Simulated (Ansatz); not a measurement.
# NaCl under a change: isotropic strain +0.50 %

Take NaCl in the rock salt structure (space group Fm-3m, No. 225; a = 5.6015 Å) as the base.

Modification: an isotropic linear strain of +0.50 %, atoms relaxed at fixed cell.

Method: Kohn–Sham DFT with the PBEsol functional, run in Ansatz (a quantum-chemistry and plane-wave program) with PAW and 420 eV plane waves, scalar-relativistic without spin-orbit coupling. Settings: 10×10×10 k-points, 0.05 eV Fermi–Dirac smearing.

The space group remains Fm-3m (No. 225) and the shortest interatomic distance goes up by 0.014 Å (2.801 Å → 2.815 Å). The energy rises by 0.4 meV/atom and the pressure drops by 0.374 GPa (0.01 GPa → -0.37 GPa). The band gap falls by 0.056 eV to 4.96 eV and the gap character stays direct at Γ. The width of the top valence band drops by 0.02 eV to 0.78 eV and the electron mass stays 0.39 mₑ (at Γ). The hole mass (degenerate bands, along [100]) goes from 0.60, 2.7, 2.7 mₑ (at Γ) to 0.61, 2.7, 2.7 mₑ (at Γ).

Effective masses come from finite differences of ±0.01 Å⁻¹. No phonon test of stability was made.
